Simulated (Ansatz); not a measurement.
## A constructed model of the (111)A surface of zinc-blende ZnS, Zn-terminated, 2x2 In adatom at H3 (bottom of the slab: 2 H on 4 bottom sites)

Method: PBE (plane waves to 420 eV, PAW; Ansatz, a first-principles code).

Slab: 35 atoms, 13.2 Å thick at the start with caps and adatoms (thin: gaps and levels are the slab's own); k 3x3x1, smearing 0.025 eV, dipole-corrected; 8 atoms held, the rest relaxed; held to the start's symmetry, so lower structures may exist; spin-polarised, ending with about 1.0 μB a cell; orders that need a larger cell were not tried, no spin-orbit, no U. In PBE it lies 0.01 eV a 1x1 cell over the lowest computed structure of the same composition (2x2 In adatom at T4).

| Property | Value |
|---|---|
| gap of the slab on its k-mesh | 0.34 eV |
| highest filled level below the top vacuum level | 3.90 eV |
| energy released by relaxation | 1.44 eV |
| magnetic moment of the cell | 1.00 μB |
| cost | about 50 core-minutes (a rough figure) |
